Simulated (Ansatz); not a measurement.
Candidates (primitive cells; geometry: relaxed with this functional, without spin-orbit coupling):
A. Ir (Fm-3m), a = 2.7081 Å, b = 2.7081 Å, c = 2.7081 Å, α = 60.00°, β = 60.00°, γ = 60.00°
B. MgTl (Pm-3m), a = b = c = 3.614 Å, α = β = γ = 90.00°
C. NbC (Fm-3m), a = 3.1465 Å, b = 3.1465 Å, c = 3.1465 Å, α = 60.00°, β = 60.00°, γ = 60.00°
D. LaCu₂ (P6/mmm), a = 4.268 Å, b = 4.268 Å, c = 3.765 Å, α = 90.00°, β = 90.00°, γ = 120.00°

### Question
Order them by logarithmic mean phonon energy (lowest first) at the level PBEsol, DFPT electron-phonon coupling, linearised Boltzmann equation (Ansatz, a quantum-chemistry and plane-wave program).

### Answer
B (6.1 meV), D (9.5 meV), A (18.4 meV), C (28 meV)

Metals; harmonic phonons. Halving the electron mesh moves these values by up to 4 %; q meshes are mostly untested. Some of the runs warned that the eigensolver left states short of its tolerance. Spin-orbit coupling is left out.

Formula and space group known from diffraction (Crystallography Open Database), not checked to be the room-temperature form: LaCu2 (P6/mmm), MgTl (Pm-3m). The missing spin-orbit coupling matters most for Ir (Fm-3m), MgTl (Pm-3m).
